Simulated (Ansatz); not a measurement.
## Y2Si (model structure, started from the Ca2N type, R-3m, No. 166, 3 atoms in the cell): properties by level of theory

```json
[
 {"level (code)": "PBE (Ansatz)", "equilibrium lattice constant a (Å)": "4.100", "c axis length (Å)": "18.402", "cohesive energy (eV/atom)": "(withheld)"},
 {"level (code)": "PBEsol (Ansatz)", "equilibrium lattice constant a (Å)": "4.051", "c axis length (Å)": "(withheld)", "cohesive energy (eV/atom)": "(withheld)"},
 {"level (code)": "r²SCAN+rVV10 (Ansatz)", "equilibrium lattice constant a (Å)": "4.112", "c axis length (Å)": "18.324", "cohesive energy (eV/atom)": "(withheld)"}
]
```

**Question.** Fill in the missing entries.

**Answer.** 
- PBE (Ansatz, a first-principles code), cohesive energy (eV/atom): 4.67
- PBEsol (Ansatz), c axis length (Å): 18.118
- PBEsol (Ansatz), cohesive energy (eV/atom): 5.08
- r²SCAN+rVV10 (Ansatz), cohesive energy (eV/atom): 4.91

Ansatz's density-functional and Hartree–Fock values are scalar-relativistic unless marked +SOC, with PAW data made under PBE.

The crystal itself was run without spin with PBE, PBEsol, r²SCAN+rVV10; a magnetic state was not tried in these runs.

Free atoms are spin-polarised, in the lowest state found; at levels without +SOC their spin–orbit coupling is left out.

Static lattice: no zero-point or thermal effects.

A model structure was made by putting elements into a prototype or built by hand; it is no filed structure, need not be a known phase, and can be a saddle point held by its symmetry.
